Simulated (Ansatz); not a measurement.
The starting structures come from a database of crystals and need not be the phases stable at ambient conditions.

 Where the default PAW files enter, the runs use the earlier of Ansatz's two default sets.

Evanescent states of PbBrF (P4/nmm, not sure to be the ambient phase, 6 atoms a cell, 22.3 Å³ an atom) along the normal of (001)

Level of theory: r2SCAN (plane waves, PAW; Ansatz, a program for electronic structure).

The gap is the functional's own. No spin-orbit coupling. Mid-gap values are interpolated on the energy grid.

Energies count from the valence-band top; κ is the least over a 8×8 mesh across the current.

```
E (eV)  κ (1/Å)  where
------  -------  -----
0.07      0.129      Γ
0.23      0.216      Γ
0.38      0.270      Γ
0.53      0.285      Γ
0.68      0.296      Γ
0.82      0.304      Γ
0.97      0.309      Γ
1.12      0.312      Γ
1.27      0.313      Γ
1.43      0.313      Γ
1.57      0.312      Γ
1.73      0.309      Γ
1.88      0.291      Γ
2.02      0.269      Γ
2.17      0.250      Γ
2.33      0.230      Γ
2.48      0.207      Γ
2.62      0.181      Γ
2.77      0.147      Γ
2.92      0.101      Γ
```

Q: How thick must the barrier be to attenuate the transmission by 10^6 when the electrodes' Fermi level lies at 2.48 eV, and what attenuation does that film give at 1.43 eV?

A: d = 6 ln 10 / (2 × 0.207) = 33.4 Å. At 1.43 eV it gives 6 × 0.313/0.207 = 9.1 decades.
